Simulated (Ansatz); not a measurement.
# SnO: strain along the normal

SnO (litharge, P4/nmm, 17.516 Å³/atom at rest, c along z) under an equal strain ε in the (001) plane with the normal axis free, as in a coherent film. PBE-D3(BJ) in Ansatz, a plane-wave DFT program (PAW, default set), 420 eV, 12×12×10 Γ-centred mesh, Fermi-Dirac smearing 0.05 eV; ions are relaxed within the symmetry of each cell.

Here s stands for strain and y for normal strain.

```csv
strain (%),normal strain (%)
-1.20,0.76
-0.60,0.41
0.00,0.00
0.60,-0.41
1.20,-0.84
3.00,?
```

Problem. Fit y against s with a straight line, and predict the withheld value at s = 3.00.

Solution. Means: s 0, y -0.016. About the means, the sum of products is -2.4120 and the sum of squares of s is 3.6000; the slope is their ratio. Least squares gives y = -0.016 - 0.6700·s. Residuals (row less fit): -0.028, 0.024, 0.016, 0.008, -0.020; standard error 0.026 (degrees of freedom: 3). The slope, -0.67 ± 0.01, is the elastic response of the normal axis, −2C13/C33. At the withheld row, y = -0.016 - 0.6700 × 3.0 = -2.026%. The calculation gives -2.20%, 0.174% below the prediction (5.9 % of the range of y in the table). The row lies outside the fitted rows, so this is an extrapolation. From the scatter of the fitted rows alone, a prediction at this place has a standard error of 0.051%, so the miss is 3.4 times that.

One order more doesn't follow all runs of the series either: the slope changes along it. This level leaves no gap over 0.05 eV at strain -1.20, -0.60, 0.00, where the mesh may be coarse. Rows are the converged runs of the series near zero and its far end; series whose fitted rows scatter by over a few per cent of the range, as at a crossing or softening among them, aren't shown in this form. Most that stay on the fit to the last digits aren't either.
